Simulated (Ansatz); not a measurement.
**Response to strain in WC**

The reference is WC (space group P-6m2, No. 187; relaxed with 0.1 eV smearing).

```
CELL_PARAMETERS angstrom
      2.88431     0.00000     0.00000
     -1.44215     2.49788     0.00000
      0.00000     0.00000     2.81153
ATOMIC_POSITIONS crystal
  W  0.00000 0.00000 0.00000
  C  0.33333 0.66667 0.50000
```

Cartesian axes are those of the cell as printed.

Strains are applied to the cell and any free atomic positions relax.

Method: LDA (Ansatz, a first-principles code; PAW; 420 eV plane waves; no spin-orbit coupling).

Notes on the quantities. pressure: mean of the normal stresses, compression positive; energy relative to the base: free energy F.

| case | pressure | shortest interatomic distance | energy relative to the base |
|---|---|---|---|
| base | 0.0 GPa | 4.118 bohr | 0 meV/atom |
| tensor shear ε_xz = +1.71 % | 0.5 GPa | 4.060 bohr | +12 meV/atom |
| tensor shear ε_xz = +2.00 % | [?] | [?] | [?] |
| tensor shear ε_xz = +0.86 % | 0.1 GPa | 4.088 bohr | +3.1 meV/atom |
| tensor shear ε_xz = +0.29 % | 0.0 GPa | 4.108 bohr | +0.4 meV/atom |
| tensor shear ε_xz = +1.43 % | 0.4 GPa | 4.069 bohr | +8.5 meV/atom |
| tensor shear ε_xz = +1.14 % | 0.2 GPa | 4.079 bohr | +5.4 meV/atom |
| tensor shear ε_xz = +0.57 % | 0.1 GPa | 4.098 bohr | +1.4 meV/atom |

Q: Complete the table.

A: 
- tensor shear ε_xz = +2.00 %, pressure: 0.7 GPa
- tensor shear ε_xz = +2.00 %, shortest interatomic distance: 4.050 bohr
- tensor shear ε_xz = +2.00 %, energy relative to the base: +17 meV/atom

No phonon test of stability was made. All final runs are without spin polarisation.
